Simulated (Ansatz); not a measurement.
Start from SnTe in the rock salt structure (space group Fm-3m, No. 225; a = 6.289 Å).

Calculations: plane-wave PAW DFT at the PBEsol level (Ansatz, an electronic-structure program, 420 eV), no spin-orbit coupling.

For the base:

* **Density**: 6.58 g/cm³

Perturbation: cell and atoms relaxed at a pressure of 22.5 GPa.

Question: Predict the new density.

Answer: The density rises by 2.016 g/cm³, from 6.58 g/cm³ to 8.59 g/cm³.

Load acts through the strain it causes; cell and atoms are relaxed under it. No phonon test of stability was made. No other phases were tried under pressure. All final runs are without spin polarisation.
